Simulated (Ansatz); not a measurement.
The reference is HfN in the rock salt structure (space group Fm-3m, No. 225; a = 4.5483 Å; relaxed with 0.1 eV smearing).

All numbers come from PBE (Ansatz, a quantum-chemistry and plane-wave program), no spin-orbit coupling, earlier PAW set.

Before the change:

| Property | Result |
|---|---|
| Pressure | 0.0 GPa |

The change: the cell is scaled by 0.9882 in all directions; the atoms relax in the strained cell.

Question: Predict the new energy relative to the base.

Answer: The energy grows by 13 meV/atom.

Question: Predict the new pressure.

Answer: The pressure goes from zero to 10.1 GPa.

Whether these cells are dynamically stable was not tested. All final runs are without spin polarisation. An odd electron count without spin: HfN.
